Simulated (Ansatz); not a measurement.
The parent structure is BeS in the zinc blende structure (space group F-43m, No. 216; a = 4.8686 Å). Axes: x, y, z lie along the cube axes.

Level of theory: DFT with r2SCAN, PAW potentials and a 500 eV plane-wave cutoff in Ansatz (a program for electronic structure), no spin-orbit coupling.

One thing is altered: every lattice vector is shortened by 1.00 %, atoms relaxed at fixed cell.

Predict the stress tensor and what it implies for the stiffness.

Stress of the strained cell less that of the base (GPa, compression positive):
```
   3.11    0.00    0.00
   0.00    3.11    0.00
   0.00    0.00    3.11
```

Then B = −ΔP/(ΔV/V₀) with ΔV/V₀ = -0.0297 gives secant stiffness values (nonlinear terms included at this strain): B ≈ 105 GPa.

As a check, the harmonic strain energy −½ V₀ Δσ:ε is 4.2 meV/atom; the computed energy rise is 4.1 meV/atom.

Stability against distortions was not tested.
